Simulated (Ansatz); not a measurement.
BP: B → Ag

Take BP in the zinc blende structure (space group F-43m, No. 216; a = 4.537 Å) as the base.

It is then changed as follows: Ag takes the place of B on all its sites; the structure is relaxed again.

Level of theory: r2SCAN (Ansatz, a first-principles code), scalar-relativistic without spin-orbit coupling. Settings: 14×14×14 k-points, 0.05 eV Fermi–Dirac smearing, for the changed cell.

```json
[
 {"quantity": "volume per atom", "base": "11.67 Å³", "changed": "21.80 Å³", "shift": "+10.13 Å³"},
 {"quantity": "density", "base": "2.97 g/cm³", "changed": "5.29 g/cm³", "shift": "+2.315 g/cm³"},
 {"quantity": "lattice parameter a", "base": "4.537 Å", "changed": "5.587 Å", "shift": "+1.0506 Å"},
 {"quantity": "space group", "base": "F-43m (No. 216)", "changed": "F-43m (No. 216)", "shift": "–"},
 {"quantity": "shortest interatomic distance", "base": "1.964 Å", "changed": "2.419 Å", "shift": "+0.455 Å"},
 {"quantity": "band gap", "base": "1.41 eV", "changed": "zero", "shift": "–"}
]
```

Final structure:

```xyz
2
Lattice="0.0000 2.7936 2.7936 2.7936 0.0000 2.7936 2.7936 2.7936 0.0000" Properties=species:S:1:pos:R:3 pbc="T T T"
P      1.3968     1.3968     1.3968
Ag     0.0000     0.0000     0.0000
```

No phonon test of stability was made. As relaxed here, AgP is a hypothetical phase, not in the database extracts checked. The final runs are not spin-polarised.
